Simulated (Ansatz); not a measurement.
BP (I-4m2), r2SCAN with spin-orbit coupling, rigid bands in Ansatz (a first-principles code): Condition of this run: biaxial stress in (001) of 4 GPa (compression positive) (the target of the relaxation). band gap 1.24 eV, N_c = 2.68e19 cm⁻³ and N_v = 1.16e19 cm⁻³ at 300 K, conductivity masses along z (a = (0.00, 2.24, 2.27) Å; b = (2.24, 0.00, 2.27) Å; c = (2.24, 2.24, 0.00) Å) of 0.233 mₑ (electrons) and 0.301 mₑ (holes). Take k_BT = 0.02585 eV.

**Question.** What built-in voltage has an abrupt junction with N_A = 1e17 and N_D = 1e18 cm⁻³, all dopants ionised?

**Answer.** V_bi = E_g/e − (k_BT/e) ln(N_c N_v/(N_A N_D)) = 1.24 − 0.02585 × 8.04 = 1.03 V. It follows the computed gap one for one.

**Question.** Find the intrinsic carrier density and the intrinsic Fermi level.

**Answer.** n_i = √(N_c N_v) exp(−E_g/2k_BT) = 1.76e19 × exp(−23.98) = 6.8e8 cm⁻³. The level lies (k_BT/2) ln(N_v/N_c) = -11 meV from mid-gap (positive towards the conduction band). Each 0.1 eV added to the gap lowers n_i by a factor of 6.9.

**Question.** What thermal injection velocity √(2k_BT/πm) limits a ballistic channel along the direction named?

**Answer.** 1.11e7 cm/s for electrons and 9.81e6 cm/s for holes, a ratio of √(m_h/m_e) = 1.14, for dilute carriers.

Rigid, parabolic bands with the computed gap; masses take one relaxation time for all states. Geometry: cell and atoms relaxed with PBEsol.
